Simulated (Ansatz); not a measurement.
Consider Ga2O3 in the corundum structure (space group R-3c, No. 167).

Ga2O3 has the trigonal space group R-3c, hexagonal axes (No. 167), the corundum structure, Pearson symbol hR10. Lattice parameters: a = b = 4.985 Å, c = 13.441 Å, α = β = 90.00°, γ = 120.00°. Ga on 12c is coordinated by 3 O at 1.925 Å and 3 O at 2.073 Å. O on 18e is surrounded by 2 Ga at 1.925 Å and 2 Ga at 2.073 Å. (Neighbours: up to the widest gap in distance over summed covalent radii, below 1.35, at either atom; cation-cation and far metal-metal contacts left out.)
(The calculation used a cell of 10 atoms; values per cell refer to that cell.)

All numbers come from r2SCAN (Ansatz, a program for electronic structure, PAW, no spin-orbit coupling), earlier PAW set.

Base values:

| Quantity | Value |
|---|---|
| Lattice parameter a | 4.985 Å |
| c/a ratio | 2.697 |
| Band gap | 3.57 eV |
| Gap character | indirect, Γ–S₀ (50 % along) → Γ |

Perturbation: every Ga is replaced by Al, then cell and atoms are relaxed.

Tabulated Pauling electronegativity and covalent radius: Ga 1.81, 1.22 Å; Al 1.61, 1.21 Å.

Question: How does this affect the lattice parameter a, c/a ratio, band gap and gap character?

Answer: The lattice parameter a drops by 0.227 Å to 4.758 Å; the c/a ratio rises by 0.034, from 2.697 to 2.731; the band gap grows by 3.58 eV, from 3.57 eV to 7.15 eV; the gap character becomes direct at Γ (base: indirect, Γ–S₀ (50 % along) → Γ).

Whether these cells are dynamically stable was not tested.
